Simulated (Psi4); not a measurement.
Psi4 1.11, TPSS/def2-svp: Ti(NH)(Cl)(OH) ([NH]=[Ti]([OH])[Cl]), 6 atoms. The geometry is a generated start, not checked to be a minimum at this level.

```json
{
 "task": "energy",
 "method": "tpss",
 "basis": "def2-svp",
 "memory": "3 GB",
 "maxiter": "100",
 "keys_of_the_molecule_block": "symmetry c1",
 "scf_type": "df (default)",
 "e_convergence": "1e-06 (default)",
 "d_convergence": "1e-06 (default)",
 "dft_radial_points": "75 (default)",
 "dft_spherical_points": "302 (default)",
 "basis_functions": "87",
 "grid_points": "131457"
}
```

```xyz
6

Ti     0.0331     0.4946     0.1669
N      0.1033     0.0313    -1.4550
H      0.1480    -0.5971    -2.2508
Cl    -1.4198     2.0808     0.3684
O      0.3837    -0.5866     1.4459
H      0.7517    -1.4230     1.7246
```

Charge 0 and multiplicity 1 are set for this test and not shown to be the ground state.

With the defaults (diis = true, scf_initial_accelerator = adiis, damping_percentage = 0, guess = auto, which took SAD, diis_start = 1, diis_max_vecs = 10, level_shift = 0, level_shift_cutoff = 0.01) it converges in 13 SCF iterations. One run each on 2 threads, with these changes:
- guess = sapgau
- level_shift = 0.1, level_shift_cutoff = 0.001
- diis_start = 4
- diis_max_vecs = 3
- scf_initial_accelerator = ediis
- diis_max_vecs = 20
- guess = sadno
- damping_percentage = 20
- diis = false, scf_initial_accelerator = none, damping_percentage = 60

Name the settings that don't reach the solution of the defaults.

No convergence: diis = false, scf_initial_accelerator = none, damping_percentage = 60 (the run ends without SCF convergence in 100 iterations). The rest reach the solution of the defaults.

| setting | SCF iterations | end |
|---|---|---|
| the defaults | 13 | same solution |
| guess = sapgau | 13 | same solution |
| diis_max_vecs = 20 | 13 | same solution |
| level_shift = 0.1, level_shift_cutoff = 0.001 | 13 | same solution |
| scf_initial_accelerator = ediis | 13 | same solution |
| guess = sadno | 13 | same solution |
| diis_start = 4 | 19 | same solution |
| damping_percentage = 20 | 24 | same solution |
| diis_max_vecs = 3 | 25 | same solution |
| diis = false, scf_initial_accelerator = none, damping_percentage = 60 | 100 | no convergence |

1 further run of the study ended by our limits or in an error and is left out.
